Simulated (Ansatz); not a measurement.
CsCl-type RuAl, treated with r²SCAN in Ansatz (PAW).

Numerical settings: plane-wave cutoff 600 eV, 22×22×22 k mesh, Fermi–Dirac smearing 0.06 eV (set by the program), no spin polarisation, scalar-relativistic PAW data made under PBE.

Cell (relaxed at this level):

```yaml
crystal:
  lattice:
    - [2.98226, 0.00000, 0.00000]
    - [0.00000, 2.98226, 0.00000]
    - [0.00000, 0.00000, 2.98226]
  atoms:
    - { symbol: Al, position: [0.50000, 0.50000, 0.50000] }
    - { symbol: Ru, position: [0.00000, 0.00000, 0.00000] }
```

Task: Predict the Young modulus, elastic constant C12, Poisson ratio, elastic constant C44, Voigt–Reuss–Hill bulk modulus and elastic constant C11.

Result: 
- Young modulus = 300 GPa
- elastic constant C12 = 158 GPa
- Poisson ratio = 0.273
- elastic constant C44 = 137 GPa
- Voigt–Reuss–Hill bulk modulus = 221 GPa
- elastic constant C11 = 347 GPa

Elastic constants are with the ions relaxed.

The computed numbers hold no vibrational or temperature effects.

The result took very roughly 11 core-minutes.

Ansatz is an electronic-structure program.
